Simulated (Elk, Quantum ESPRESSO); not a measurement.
An Elk input for a self-consistent single point of ZnSe (F-43m, 2 atoms in the cell) (DFT, PBE, all-electron FP-LAPW, Elk's shipped species files, default APW+lo basis):

```
tasks
  0

xctype
  20

rmtscf
  0.9

swidth
  0.000734986

maxscl
  100

avec
    0.0000000000    5.2229384468    5.2229384468
    5.2229384468    0.0000000000    5.2229384468
    5.2229384468    5.2229384468    0.0000000000

sppath
  'species/'

atoms
  2
  'Zn.in'
  1
  0.0000000000  0.0000000000  0.0000000000    0.0 0.0 0.0
  'Se.in'
  1
  0.7500000000  0.7500000000  0.7500000000    0.0 0.0 0.0

ngridk
  10 10 10
```

### Question
Translate this input to Quantum ESPRESSO.

### Answer
This is the input that was run; spellings and numerical settings could be chosen otherwise.

```fortran
&control
 calculation = 'scf'
 prefix = 'scf'
 outdir = './work'
 pseudo_dir = './'
 tprnfor = .true.
 tstress = .true.
/
&system
 ibrav = 0
 nat = 2
 ntyp = 2
 ecutwfc = 50
 ecutrho = 300
 occupations = 'smearing'
 smearing = 'fermi-dirac'
 degauss = 0.00147
/
&electrons
 conv_thr = 1.0d-10
/
ATOMIC_SPECIES
Zn    65.3800  Zn.pbe-dn-rrkjus_psl.1.0.0.UPF
Se    78.9710  Se.pbe-n-rrkjus_psl.1.0.0.UPF
CELL_PARAMETERS angstrom
   0.0000000000     2.7638600000     2.7638600000
   2.7638600000     0.0000000000     2.7638600000
   2.7638600000     2.7638600000     0.0000000000
ATOMIC_POSITIONS angstrom
Zn    0.0000000000    0.0000000000    0.0000000000
Se    4.1457900000    4.1457900000    4.1457900000
K_POINTS automatic
10 10 10  0 0 0
```

Basis settings and potentials, where a program has them, do not carry over. This input uses DFT, PBE, plane waves, PSlibrary ultrasoft (PBE) pseudopotentials. Both were run: gap on the mesh 1.545 eV in Elk and 1.595 in Quantum ESPRESSO.

On Elk: the starting cell comes from a database of computed structures (which also holds hypothetical and non-ambient phases and stackings), without a prior relaxation at this level. Its lattice was rescaled by a random factor within 2.5 % of one. For this run, on top of that: lattice scaled by 0.98. Values depend on the basis (sphere radii, cutoffs, local orbitals), which need not be converged.

On Quantum ESPRESSO: the starting cell comes from a database of computed structures (which also holds hypothetical and non-ambient phases and stackings), without a prior relaxation at this level. Its lattice was rescaled by a random factor within 2.5 % of one. For this run, on top of that: lattice scaled by 0.98. With a pressure of about 7 GPa the cell is away from its equilibrium volume at this level.
